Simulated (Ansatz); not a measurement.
AlSiCN (P3m1, No. 156, 4 atoms in the cell; start mp-1227998) was calculated with PBEsol (PAW; Ansatz, a program for electronic structure).

Numerical settings: plane-wave cutoff 520 eV, 12×12×8 k mesh (along the axes of the cell as run), scalar-relativistic PAW data made under PBE.

Computed at the level's own relaxed cell.

```
AlCNSi
1.0
    3.09402     0.00000     0.00000
   -1.54701     2.67950     0.00000
    0.00000     0.00000     5.02700
Al Si C N
1 1 1 1
Direct
  0.33333   0.66667   0.50720
  0.66667   0.33333   0.99731
  0.33333   0.66667   0.10847
  0.66667   0.33333   0.63701
```

**Question.** Give the elastic tensor (Voigt notation, GPa, ions relaxed, in the Cartesian axes of the cell as printed).

**Answer.** 
```
  438.7   121.3    84.5    -6.2     0.0     0.0
  121.3   438.7    84.5     6.2     0.0     0.0
   84.5    84.5   428.1     0.0     0.0     0.0
   -6.2     6.2     0.0   113.7     0.0     0.0
    0.0     0.0     0.0     0.0   113.7    -6.2
    0.0     0.0     0.0     0.0    -6.2   158.7
```

Note: the relaxation could not lower the start's symmetry, so the cell can be a saddle point above a distorted one.

Computed values are for the static lattice.

A start named mp-… is a Materials Project structure, which need not be a measured phase.
